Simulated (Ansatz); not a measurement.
Ansatz (a program for electronic structure) run on ZnCoF6 (R-3, 8 atoms in the cell): relaxation of cell and atoms.

Level of theory: PBEsol, PAW files made with PBE (plane waves; Ansatz).

```
CELL_PARAMETERS angstrom
      2.39376     1.38204     4.24566
     -2.39376     1.38204     4.24566
      0.00000    -2.76408     4.24566
ATOMIC_POSITIONS crystal
  Zn 0.50000 0.50000 0.50000
  Co 0.00000 0.00000 0.00000
  F  0.37206 0.77048 0.09479
  F  0.62794 0.22952 0.90521
  F  0.09479 0.37206 0.77048
  F  0.90521 0.62794 0.22952
  F  0.77048 0.09479 0.37206
  F  0.22952 0.90521 0.62794
```
Moments meant for the start (each program seeds them in its own way; μB, in the order of the atoms Zn Co F F F F F F): 0.0 3.0 0.0 0.0 0.0 0.0 0.0 0.0.

Reference input (self-consistent single point, DFT, PBEsol, plane waves, PAW files made with PBE): kpoints.mp_grid.grid = 4 4 4; hamiltonian.xc = pbesol; hamiltonian.pseudopotentials = {kind: paw} (an earlier, softer set of the program's PAW files); magnetization.spin_polarized = true; scf.occupations.method = fermi_dirac; scf.occupations.width = 0.05 eV. This run's input differs from it in these lines:

```diff
@@ -23,2 +23,4 @@
   occupations: { method: fermi_dirac, width: 0.05 }
+relax:
+  cell: {}
 output:
```

Output (repeated stretches shortened):

```
   [... SCF lines of the steps left out ...]
relax step   1: F+E_penalty+E_count = -13174.62769325 eV  Δ(F+E_penalty+E_count) = +0.000e0 eV  max|allowed force component| = 4.283e-1 eV/Å  Δτ_max = 0.0000 Å  P = +8.602 GPa  Ω = 84.275 Å³  (17 SCF iters, dr2 threshold 1.00e-7 eV, accepted)
relax step   2: F+E_penalty+E_count = -13174.70625868 eV  Δ(F+E_penalty+E_count) = -7.857e-2 eV  max|allowed force component| = 2.295e-1 eV/Å  Δτ_max = 0.0128 Å  P = +4.151 GPa  Ω = 87.016 Å³  energy of the carried Pulay correction = -1.032e-2 eV  [...]
   [... lines left out ...]
relax step   9: F+E_penalty+E_count = -13174.75325438 eV  Δ(F+E_penalty+E_count) = +7.354e-4 eV  max|allowed force component| = 3.922e-4 eV/Å  Δτ_max = 0.0037 Å  P = -0.000 GPa  Ω = 89.928 Å³  energy of the carried Pulay correction = -3.746e-3 eV  [...]
relax step  10: F+E_penalty+E_count = -13174.75681408 eV  Δ(F+E_penalty+E_count) = -3.560e-3 eV  max|allowed force component| = 2.290e-4 eV/Å  Δτ_max = 0.0000 Å  P = +0.032 GPa  Ω = 89.928 Å³  stress off target by 3.88e-2 GPa  SCF on the basis [...]
basis re-selected at this cell: Δ(F+E_penalty+E_count) = -3.560e-3 eV, ΔP = +0.032 GPa vs the last step
the relaxation is at rest under the 6 symmetry operations that the run kept from its start: a minimum is not shown …
the relaxation's final electronic state is not compared with the one that a single-point calculation of its input finds at the relaxed geometry …
Magnetization: 1.0000 μB (36.0000 up, 35.0000 down)
   [... lines left out ...]
Absolute magnetization: 1.0634 μB (∫|ρ↑−ρ↓|, with the PAW one-centre terms)
Free energy (F): -13174.756814 eV
Fermi energy:    3.575626 eV
  cell:  # Å, volume = 89.9276 Å³
   [... lines left out ...]
    - { symbol: F, position: [0.09776804090060942, 0.3688961599246104, 0.7700924326391623] }
    - { symbol: F, position: [0.9022319590993904, 0.6311038400753894, 0.22990756736083756] }
    - { symbol: F, position: [0.7700924326391623, 0.09776804090060948, 0.3688961599246106] }
    - { symbol: F, position: [0.2299075673608375, 0.9022319590993902, 0.6311038400753894] }
```

The run converged. 

Summary of the result:
- Free energy E − TS (on the zero of these files): -13174.7568 eV
- Fermi level (on the code's own zero): 3.58 eV
- Pressure: 0.03 GPa
- Size of the cell's spin moment: 1.00 μB
- Final cell: a = 5.1915 Å, b = 5.1915 Å, c = 5.1915 Å, α = 56.07°, β = 56.07°, γ = 56.07°
- Final volume per atom: 11.24 Å³
- Relaxation steps: 10

The starting cell comes from a database of computed structures (which also holds hypothetical and non-ambient phases and stackings), without a prior relaxation at this level. Its lattice was rescaled by a random factor within 2.5 % of one. The moments shrank to a small part of their start, a low-spin state that need not be the lowest. The relaxation keeps the symmetry of its start, so its end need not be a minimum. Ansatz's pressure includes its estimate of the finite-basis (Pulay) stress. Without the estimate this run gives -0.56 GPa.

Cost on one core of a shared machine: roughly 80 s.

Keys are those of Ansatz 0.2.
